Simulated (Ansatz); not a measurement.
Cost and result by functional for the adsorption energy of Cl on the 1x1 (111) surface of fcc Au (the real clean face reconstructs), one in a 2x2 cell, started at the site 'hollow Au-Au-Au over Au at depth 2.4 Å', in Ansatz (plane waves, PAW). Single points on the PBE structure, on one kind of machine; costs are rough ratios of the slab run's core time (references not counted) to the cheapest single point. r2SCAN's cost holds its higher cutoff (500 against 420 eV). Differences are taken against r2SCAN for comparison alone: no measured value is at hand, so the table doesn't rank accuracy.

Set-up: 17 atoms, 7.2 Å thick at the start under the adsorbate (thin: gaps and levels are the slab's own); mesh 6x6x1; 0.1 eV smearing; dipole correction on; 8 atoms held, the rest relaxed; symmetry of the start imposed; no spin, no spin-orbit, no U, no dispersion correction. At the end it is bonded to 3 Au. In PBE it is, or lies within 0.03 eV of, the lowest of the starts that converged. These notes are the PBE run's. Adsorption energies are against ½ Cl2(g). A negative adsorption energy means that the adsorbate is more stable on the surface than in its reference.

```tsv
functional	relative cost	adsorption energy (eV)	less r2SCAN (eV)
RPBE	1	-0.66	0.50
r2SCAN	2	-1.16	0.00
PBE (the relaxed run's value)	–	-0.88	0.28
```

The values span 0.50 eV, while the single points' costs differ by a factor of roughly 2. Differences are of unrounded values.

Ansatz is a program for electronic structure.
